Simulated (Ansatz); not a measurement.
Consider ZnO in the wurtzite structure (space group P6_3mc, No. 186).

```xyz
4
Lattice="3.2300 0.0000 0.0000 -1.6150 2.7972 0.0000 0.0000 0.0000 5.2144" Properties=species:S:1:pos:R:3 pbc="T T T"
Zn     0.0000     1.8648     0.0080
Zn     1.6150     0.9324     2.6152
O      0.0000     1.8648     1.9839
O      1.6150     0.9324     4.5911
```

Cartesian axes are those of the cell as printed.

All numbers come from DFT with PBEsol, PAW potentials and a 420 eV plane-wave cutoff in Ansatz (a program for electronic structure), scalar-relativistic without spin-orbit coupling.

Strains are applied to the cell and any free atomic positions relax.

One change was made to it. Results:

The band gap decreases by 0.016 eV to 0.69 eV; the electron mass stays 0.13 mₑ (at Γ).

Task: Which of these changes matches the shifts?
A. uniaxial strain ε_zz = +0.60 %
B. uniaxial strain ε_zz = +3.00 %
C. uniaxial strain ε_zz = +2.40 %

Result: A, uniaxial strain ε_zz = +0.60 %. For comparison, the band gap in the other runs: uniaxial strain ε_zz = +2.40 % gives 0.64 eV; uniaxial strain ε_zz = +3.00 % gives 0.62 eV.

Effective masses come from finite differences of ±0.01 Å⁻¹. Stability against distortions was not tested.
